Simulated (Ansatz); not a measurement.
The reference is Ba₂FeMoO₆ (space group Fm-3m, No. 225; a = 8.0123 Å; ferromagnetic). Axes: x, y, z lie along the cube axes.

All numbers come from PBEsol/PAW in Ansatz (an electronic-structure program), no SOC.

For the base:

- Pressure = 0.0 GPa
- Magnetic state = ferromagnetic

One thing is altered: tensile biaxial strain of 1.11 % in the plane normal to [111], as in epitaxy on a mismatched substrate; the out-of-plane cell vector and the atoms relax.

**Question.** How does this affect the energy relative to the base, pressure and magnetic state?

**Answer.** The energy goes up by 3.0 meV/atom; the pressure (mean of the normal stresses, compression positive) goes from zero to -2.2 GPa; the magnetic state stays ferromagnetic.

Without a gap, meshes like the base's 10×10×10 leave anisotropic stresses uncertain by several tenths of a GPa, and small strain energies with them. Whether these cells are dynamically stable was not tested. No Hubbard U is applied and the magnetic state is the run's own (Ba2FeMoO6 ferromagnetic); small cells can't hold the antiferromagnetic order that many such compounds have, so gaps and moments can be off. The base started in P-1 and relaxed to Fm-3m at this level.
